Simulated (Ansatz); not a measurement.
An ideal cubic perovskite cell is held by its symmetry; such compounds can tilt or shift off centre at room temperature. The starting structures come from a database of crystals and need not be the phases stable at ambient conditions.

**Evanescent states of CsPbF$_{3}$ (Pm-3m, cubic perovskite, 5 atoms a cell, 22.6 Å³ an atom) along the normal of (111)**

These are PBEsol (plane waves, PAW; Ansatz, a program for electronic structure) values and carry that method's errors.

The gap is the functional's own, uncorrected, and κ follows it; spin-orbit coupling is left out. Mid-gap means the computed energy nearest the middle.

Energies count from the valence-band top; κ is the least over a 6×6 mesh across the current.

```tsv
E (eV)	κ (1/Å)	where
0.07	0.077	Γ
0.21	0.130	Γ
0.35	0.162	Γ
0.49	0.186	Γ
0.63	(withheld)	Γ
0.77	(withheld)	Γ
0.91	(withheld)	Γ
1.05	(withheld)	Γ
1.19	(withheld)	Γ
1.33	(withheld)	Γ
1.47	(withheld)	Γ
1.61	(withheld)	Γ
1.75	(withheld)	Γ
1.89	(withheld)	Γ
2.03	(withheld)	Γ
2.17	0.176	Γ
2.31	0.153	Γ
2.45	0.122	Γ
2.59	0.074	Γ
```

Task: Complete the blanks.

Result: 
- 0.63, κ (1/Å): 0.203
- 0.77, κ (1/Å): 0.216
- 0.91, κ (1/Å): 0.225
- 1.05, κ (1/Å): 0.231
- 1.19, κ (1/Å): 0.234
- 1.33, κ (1/Å): 0.234
- 1.47, κ (1/Å): 0.231
- 1.61, κ (1/Å): 0.226
- 1.75, κ (1/Å): 0.218
- 1.89, κ (1/Å): 0.207
- 2.03, κ (1/Å): 0.194
